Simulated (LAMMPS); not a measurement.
MD of CdSe (zinc blende) at zero pressure, 216 atoms, as a crystal; each row is its own run.

Level of theory: classical MD, pair style bop, file CdTeSe.bop.table, run in LAMMPS.

```
T (K)  enthalpy (eV/atom)
-----  ------------------
200               -2.4712
680               -2.3449
900               -2.2847
1120              -2.2275
1350              -2.1593
1580              -2.0959
```

Question: Fit a straight line, y = a + b x, to these rows (x is the first column, y the second) and predict the run at x = 300.

Answer: Least squares gives a = -2.5283 and b = 0.0002721. At x = 300 the fit predicts -2.4467 eV/atom. The run itself gave -2.4452 ± 0.0003 eV/atom, so the fit is 1.5 meV/atom low.

Caution: in nature this polymorph isn't the stable one over the whole range of temperature at this pressure, and short runs keep a crystal in its starting form.

Caution (rows 680; 900; 1120; 1350; 1580): a run this short can hold a crystal over, or a liquid under, the potential's own melting point, which these runs don't give.
